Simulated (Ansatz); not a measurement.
Consider BaTiO$_{3}$ in the cubic perovskite structure (space group Pm-3m, No. 221; a = 4.019 Å).

(Cell as relaxed with PBE.)

Levels (all Ansatz, an electronic-structure program, PAW): PBE (420 eV, no spin-orbit coupling); r2SCAN (500 eV, no SOC).

Each level relaxes its own structure.

| base | PBE | r2SCAN |
|---|---|---|
| volume per atom | 12.99 Å³ | 12.74 Å³ |
| lattice parameter a | 4.019 Å | 3.994 Å |
| band gap | 1.78 eV | 2.17 eV |

The change: every Ba is replaced by Sr; the structure is relaxed again.

```csv
quantity,PBE,r2SCAN
shift of the gap caused by the change,+0.06 eV,[?]
band gap,1.84 eV,[?]
smallest direct gap,2.20 eV,[?]
gap character,"indirect, R → Γ",[?]
lattice parameter a,3.936 Å,[?]
```

Question: Predict the r2SCAN column.

Answer: 
- shift of the gap caused by the change, r2SCAN: +0.09 eV
- band gap, r2SCAN: 2.26 eV
- smallest direct gap, r2SCAN: 2.63 eV
- gap character, r2SCAN: indirect, R → Γ
- lattice parameter a, r2SCAN: 3.907 Å

PBE's shift of the gap caused by the change lies 0.03 eV below r2SCAN's; PBE's band gap lies 0.42 eV below r2SCAN's; PBE's smallest direct gap lies 0.43 eV below r2SCAN's; PBE's lattice parameter a lies 0.029 Å above r2SCAN's (0.8 %); the two agree on the gap character. Neither level is exact; r2SCAN is the comparison here, not a measurement.

No phonon test of stability was made. The final runs are not spin-polarised. Many cubic perovskites are stable only at high temperature; tilts and polar distortions were not tested. This is not the structure that BaTiO3 has at room temperature and ambient pressure.
